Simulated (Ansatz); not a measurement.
Take Ca in the fcc (Cu type) structure (space group Fm-3m, No. 225; relaxed with 0.1 eV smearing) as the base.

```
Ca
1.0
    0.00000     2.78423     2.78423
    2.78423     0.00000     2.78423
    2.78423     2.78423     0.00000
Ca
1
Direct
  0.00000   0.00000   0.00000
```

Cartesian axes are those of the cell as printed.

The values are results of r2SCAN, PAW, 500 eV (Ansatz, a program for electronic structure; no spin-orbit coupling), not measurements.

Before the change:

The volume per atom is 43.17 Å³.

It is then changed as follows: uniaxial stress, 5 GPa tension along z, with the cell and atoms free to relax against it.

Question: How does this affect the energy relative to the base?

Answer: The energy rises by 170 meV/atom.

Question: Estimate the effect on the volume per atom.

Answer: The volume per atom increases by 5.93 Å³ (43.17 Å³ → 49.10 Å³).

Load acts through the strain it causes; cell and atoms are relaxed under it. Stability under load was not tested beyond the relaxation. Under uniaxial stress, 5 GPa tension along z the cell changed shape so far that it is another structure.
